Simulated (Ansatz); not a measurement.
Base system: HfO2 in the fluorite structure (space group Fm-3m, No. 225; a = 5.058 Å). Axes: x, y, z lie along the cube axes.

All numbers come from Ansatz (a first-principles code) r2SCAN, no SOC.

For the base:

* **Smallest direct gap**: 4.30 eV

Now apply this change: the symmetric strain tensor [-0.0107 -0.0177 -0.0112; -0.0177 -0.0086 0.0022; -0.0112 0.0022 0.0172], atoms relaxed at fixed cell.

### Question
Predict the new energy relative to the base, smallest direct gap and valley order.

### Answer
The energy goes up by 13 meV/atom; the smallest direct gap falls by 0.13 eV, from 4.30 eV to 4.17 eV; the valley order (the lowest conduction-band minima on the path, energy above the VBM, named in the base's zone) is Γ 4.13 eV; X along [010] 4.17 eV; X along [100] 4.17 eV; X along [001] 4.20 eV.

With Hf present, leaving out spin-orbit coupling can change the band edges. Whether these cells are dynamically stable was not tested. This is not the structure that HfO2 has at room temperature and ambient pressure.
